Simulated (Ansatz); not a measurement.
Checking a run of Ansatz (a first-principles code) on La3Re (P6_3/mmc, 8 atoms in the cell). The aim is a self-consistent single point with DFT, PBE, plane waves, default PAW files.

Cell that was meant: a = 7.2732 Å, b = 7.2732 Å, c = 5.8337 Å, α = 90.00°, β = 90.00°, γ = 120.00°.

Part of the input:

Ansatz 0.2 input:
```yaml
    - { symbol: La, position: [0.678400, 0.839200, 0.750000] }
    - { symbol: Re, position: [0.333333, 0.666667, 0.250000] }
    - { symbol: Re, position: [0.666667, 0.333333, 0.750000] }
basis:
  ecutwfc: 105.0
kpoints:
  mp_grid: { grid: [5, 5, 6] }
hamiltonian:
```

The program printed (abridged):

```
   [... lines left out ...]
Symmetry: 24 space group operations
Space group: P63/mmc (ITA 194), of the structure as read, at distance tolerance 6.4e-5 Å
k-points: 20 of 150
Initial density: superposition of atomic densities (neutral atoms: chi_scale 0, normalization atom), corrected by the library's trained network
Initial wavefunctions: pseudopotential atomic-orbital guess
Eigensolver: davidson
Functional: x = pbe(κ = 0.804, μ = 0.2195149727645171), c = pbe(β = 0.06672455060314922)
SCF iter   1: F=—  HF=-59086.813101 eV  |F-HF|=—  |Δ(HF+E_count)|=         —  Δρ=2.11e-1  dr2=2.61e2  ethr=1.77e-3  ⟨swp⟩=6.0  Hψ=4728  notcnv=0
all-band conjugate gradients solve this SCF's bands
preconditioner: auto → Kerker (q_TF=auto, 2.300 Å⁻¹)
SCF iter   2: F=—  HF=-59024.759149 eV  |F-HF|=—  |Δ(HF+E_count)|=    6.21e1  S|Δr|=    0.00e0  Δρ=1.21e-1  dr2=3.48e1  ethr=1.77e-3  ⟨swp⟩=5.0  Hψ=4305  notcnv=0  defer=54
   [... lines left out ...]
SCF iter  10: F=—  HF=-59005.306240 eV  |F-HF|=—  |Δ(HF+E_count)|=   2.55e-2  S|Δr|=    0.00e0  Δρ=3.39e-5  dr2=6.98e-6  ethr=8.55e-8  ⟨swp⟩=2.0  Hψ=2108  notcnv=0  defer=51
SCF iter  11: F=—  HF=-59005.306240 eV  |F-HF|=—  |Δ(HF+E_count)|=   8.52e-8  S|Δr|=    0.00e0  Δρ=1.05e-5  dr2=3.94e-7  ethr=7.27e-9  ⟨swp⟩=2.1  Hψ=1324  notcnv=0  defer=50
SCF iter  12: F=-59005.306240 eV  HF=-59005.306240 eV  |F-HF|=3.52e-8  |Δ(HF+E_count)|=   6.85e-8  S|Δr|=    0.00e0  Δρ=2.43e-6  dr2=4.65e-8  ethr=1.04e-10  ⟨swp⟩=12.8  Hψ=4834  notcnv=0
SCF 1 converged in 12 iterations: F = -59005.306240 eV  dr2 = 4.65e-8
Stability not checked (fill_not_monotonic)
Free energy (F): -59005.306240 eV
Internal energy: -59005.302183 eV  (E = F + TS)
E sigma→0 (E₀):  -59005.305226 eV
Entropy (-TS):   -0.004057 eV (-0.507 meV/atom)
Fermi energy:    12.410412 eV
--- Forces (eV/Å), atoms counted from 1 ---
  atom   1  La    -0.00000000    -1.90770149     0.00000000
  atom   2  La     1.65211796    -0.95385075     0.00000000
  atom   3  La     1.65211796     0.95385075     0.00000000
   [... lines left out ...]
  atom   8  Re     0.00000000    -0.00000000     0.00000000
--- Stress (GPa, compression-positive) ---
       -7.018106       0.000000      -0.000000
        0.000000      -7.018106      -0.000000
       -0.000000      -0.000000      -1.145305
  P = ⅓ Tr σ = -5.0605 GPa (-50.605 kbar)
  The stress holds the Pulay correction. Without it, at fixed plane waves, as pw.x and ABINIT print it: P = -238.6390 GPa
```

Problem. Is anything amiss in this input, and did it matter?

Solution. The run is not sound. The fault is a basis or grid far too coarse for these potentials. The error of an incomplete plane-wave basis or grid does not cancel at such settings. To fix it, restore the cutoff that the potentials need and check convergence. The run converged in 12 iterations without an error; against the sound input the free energy goes up by 28.2 eV/atom, the pressure goes from -6.82 to -5.06 GPa and the largest force goes from 1.800 to 1.908 eV/Å. At a fixed set of plane waves, without the program's Pulay estimate, the pressure is -238.64 GPa against -6.84 GPa.

An input that runs soundly differs in these lines (not the only fix; some lines may just follow from the change or write a value another way):
```diff
-basis:
-  ecutwfc: 105.0
```

With that input, the run converged in 7 iterations: free energy E − TS (on the zero of these files) -59230.8324 eV; Fermi level (on the code's own zero) 11.56 eV; pressure -6.82 GPa; largest force (vector length) 1.800 eV/Å (DFT, PBE, plane waves, default PAW files).

On the sound input: the starting cell was generated: these elements placed on a structure prototype, without a prior relaxation; it need not be a known phase or ordering of this composition. Its lattice was rescaled by a random factor within 2.5 % of one. Spin polarisation is off. With a pressure of about -7 GPa the cell is away from its equilibrium volume at this level. Forces in this geometry exceed 1 eV/Å. Ansatz's pressure includes its estimate of the finite-basis (Pulay) stress.
